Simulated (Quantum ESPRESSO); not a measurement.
**Converging the k-point mesh: Sr (P-3m1, 2 atoms in the cell)**

```
CELL_PARAMETERS angstrom
      4.28830     0.00000     0.00000
     -2.14415     3.71377     0.00000
      0.00000     0.00000     7.02343
ATOMIC_POSITIONS crystal
  Sr 0.33333 0.66667 0.25712
  Sr 0.66667 0.33333 0.75000
```

Method of the run: LDA (PZ), GBRV 1.5 ultrasoft (LDA) pseudopotentials (plane waves; Quantum ESPRESSO).

Base settings: ecutwfc = 40 Ry; ecutrho = 200 Ry; occupations = smearing; smearing = gauss; degauss = 0.0073499 Ry; potentials = {Sr: sr_lda_v1.uspp.F.UPF}; K_POINTS = automatic 5 5 2 0 0 0; conv_thr = 1e-09 Ry; mixing_beta = 0.4.

Only quantities that move along the ladder and can be compared are tabulated.

The count of work is k-points × plane waves × bands × iterations; it is no time. Core times come from one kind of shared machine, to one figure; runs under 30 s give none.

The starting cell comes from a database of computed structures (which also holds hypothetical and non-ambient phases and stackings), without a prior relaxation at this level. Its lattice was rescaled by up to half a per cent. One atom was moved a little off its site on purpose. Without a gap this mesh is coarse (it stands for a supercell whose shortest vector is 14 Å).

Steps (K_POINTS): automatic 2 2 1 0 0 0; automatic 4 4 2 0 0 0; automatic 5 5 2 0 0 0; automatic 5 5 3 0 0 0; automatic 6 6 4 0 0 0; automatic 10 10 6 0 0 0; automatic 13 13 7 0 0 0; automatic 16 16 9 0 0 0; automatic 19 19 10 0 0 0; automatic 21 21 11 0 0 0.

**Question.** What is the coarsest K_POINTS that holds the free energy within 0.5 meV/atom of the last step, with all finer ones?

**Answer.** automatic 13 13 7 0 0 0, at 0.27 of the last step's count of work and about 0.2 of the last step's time; the step before is off by 0.78 meV/atom.

**Question.** What is the coarsest K_POINTS that holds the forces within 0.02 eV/Å of the last step, with all finer ones?

**Answer.** automatic 4 4 2 0 0 0, at 0.015 of the last step's count of work; the step before is off by 0.028 eV/Å.

**Question.** What is the coarsest K_POINTS that holds the pressure within 0.05 GPa of the last step, with all finer ones?

**Answer.** automatic 5 5 3 0 0 0, at 0.028 of the last step's count of work; the step before is off by 0.12 GPa.

| K_POINTS | free energy less the last step's (meV/atom) | pressure (GPa) | largest difference of a force vector from the last step's (eV/Å) | count of work / last | core time / last (rough) |
|---|---|---|---|---|---|
| automatic 2 2 1 0 0 0 | 58.32 | -1.47 | 0.028 | 0.0046 | – |
| automatic 4 4 2 0 0 0 | -4.86 | -1.45 | 0.008 | 0.015 | – |
| automatic 5 5 2 0 0 0 | 24.58 | -1.59 | 0.014 | 0.023 | – |
| automatic 5 5 3 0 0 0 | -0.99 | -1.48 | 0.009 | 0.028 | – |
| automatic 6 6 4 0 0 0 | 10.98 | -1.46 | 0.004 | 0.051 | – |
| automatic 10 10 6 0 0 0 | 0.78 | -1.48 | 0.000 | 0.15 | 0.10 |
| automatic 13 13 7 0 0 0 | 0.33 | -1.47 | 0.000 | 0.27 | 0.2 |
| automatic 16 16 9 0 0 0 | 0.11 | -1.48 | 0.000 | 0.50 | 0.3 |
| automatic 19 19 10 0 0 0 | 0.05 | -1.48 | 0.000 | 0.76 | 0.5 |
| automatic 21 21 11 0 0 0 | 0.00 | -1.48 | 0.000 | 1.0 | 1 |
